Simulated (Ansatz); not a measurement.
CdBr2 (P6₃mc, No. 186) was calculated with HSE06 (Ansatz, a first-principles code, PAW).

Numerical settings: plane-wave cutoff 500 eV, 6×6×2 k mesh (along the axes of the cell as run), gaussian smearing 0.02 eV, scalar-relativistic PAW data made under PBE.

Cell (relaxed with r²SCAN):

```xyz
6
Lattice="4.0154 0.0000 0.0000 -2.0077 3.4775 0.0000 0.0000 0.0000 13.1131" Properties=species:S:1:pos:R:3 pbc="T T T"
Cd     2.0077     1.1592    11.4738
Cd     0.0000     2.3183     4.9172
Br     0.0000     0.0000     9.9138
Br     0.0000     0.0000     3.3572
Br     0.0000     2.3183    13.0343
Br     2.0077     1.1592     6.4777
```

Question: Predict the band gap.

Answer: 
- band gap = 4.09 eV (on the SCF k mesh)

Note: the cell comes from a level without a dispersion term, which matters for the spacing of layers, chains or molecules; cell and atoms aren't relaxed at this level (largest force component 0.06 eV/Å, pressure 0.2 GPa); the cell has widely spaced layers and the level no dispersion term, so their spacing and the moduli can rest on weak binding.

Spin–orbit coupling is not included.
